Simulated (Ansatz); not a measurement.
System: corundum In2O3 (high-pressure phase). Method: r²SCAN+SOC (PAW; Ansatz, a program for electronic structure).

Settings: plane-wave cutoff 560 eV, 6×6×6 k mesh, Fermi–Dirac smearing 0.01 eV, PAW data made under PBE.

Cell (relaxed with PBEsol):

```yaml
crystal:
  lattice:
    - [2.75601, 1.59119, 4.84540]
    - [-2.75601, 1.59119, 4.84540]
    - [0.00000, -3.18237, 4.84540]
  atoms:
    - { symbol: In, position: [0.14257, 0.14257, 0.14257] }
    - { symbol: In, position: [0.85743, 0.85743, 0.85743] }
    - { symbol: In, position: [0.35743, 0.35743, 0.35743] }
    - { symbol: In, position: [0.64257, 0.64257, 0.64257] }
    - { symbol: O, position: [0.54586, 0.25000, 0.95414] }
    - { symbol: O, position: [0.45414, 0.75000, 0.04586] }
    - { symbol: O, position: [0.95414, 0.54586, 0.25000] }
    - { symbol: O, position: [0.04586, 0.45414, 0.75000] }
    - { symbol: O, position: [0.25000, 0.95414, 0.54586] }
    - { symbol: O, position: [0.75000, 0.04586, 0.45414] }
```

Question: Give the computed band gap and smallest direct gap on the k points sampled.

Answer: 
band gap: 1.79 eV (indirect)
smallest direct gap on the k points sampled: 1.82 eV

Note: cell and atoms aren't relaxed at this level (largest force component 0.04 eV/Å).

Static lattice: no zero-point or thermal effects.
